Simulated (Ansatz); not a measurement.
## Pressure series in TlCl

Base system: TlCl (space group Cmcm, No. 63; a = 4.200 Å, b = 11.909 Å, c = 4.655 Å; a cell from a computed database, its experimental status unchecked).

Cell and atoms are relaxed at each pressure.

All numbers come from PBEsol (Ansatz, an electronic-structure program, PAW, scalar-relativistic without spin-orbit coupling).

| case | electron mass | shortest interatomic distance | gap character | band gap |
|---|---|---|---|---|
| base | – | 2.943 Å | direct at T–Y (25 % along) | 2.18 eV |
| pressure −1 GPa | – | 2.941 Å | direct at k = (-1/2, -1/2, 0.429) in the run's primitive reciprocal basis | 2.45 eV |
| pressure 0.9 GPa | 0.33 mₑ along a, 0.31 mₑ along b, 0.20 mₑ along c (off the special points) | 2.932 Å | direct at T–Y (25 % along) | 2.05 eV |
| pressure 2.1 GPa | 0.28 mₑ along a, 0.32 mₑ along b, 0.35 mₑ along c (off the special points) | 2.910 Å | indirect, T–Y (25 % along) → Σ₀–Γ (18 % along) | 1.90 eV |
| pressure 4.5 GPa | 0.25 mₑ along k, 0.30 mₑ across (off the special points) | 2.870 Å | indirect, T–Y (25 % along) → Σ₀–Γ (25 % along) | 1.62 eV |
| pressure 9 GPa | 0.25 mₑ along a, 0.36 mₑ along b, 0.39 mₑ along c (off the special points) | 2.802 Å | indirect, C₀ → Σ₀–Γ (15 % along) | 1.45 eV |
| pressure 15 GPa | 0.20 mₑ along a, 0.27 mₑ along b, 0.30 mₑ along c (off the special points) | 2.734 Å | indirect, C₀ → Σ₀–Γ (23 % along) | 0.78 eV |
| pressure 22.5 GPa | 0.22 mₑ along a, 0.30 mₑ along b, 0.52 mₑ along c (off the special points) | 2.674 Å | indirect, C₀ → Σ₀–Γ (14 % along) | 0.20 eV |
| pressure 30 GPa | – | 2.628 Å | – | zero |

A case with no gap was solved on a k-mesh chosen for an insulator, which is coarse for it. From pressure 15 GPa on, the axis ratios lie over 15 % from the base's, so the cell there is far from its starting form. With Tl present, leaving out spin-orbit coupling can change the band edges. Load acts through the strain it causes; cell and atoms are relaxed under it. Masses are band curvatures over ±0.01 Å⁻¹ around the edge. Along k means along the line from Γ to the band edge. Whether these cells are dynamically stable was not tested. No other phases were tried under pressure. The final runs are not spin-polarised. This is not the structure that TlCl has at room temperature and ambient pressure. A zero or small gap of TlCl under pressure 22.5 GPa and TlCl under pressure 30 GPa can be the functional's error rather than a property of the material.
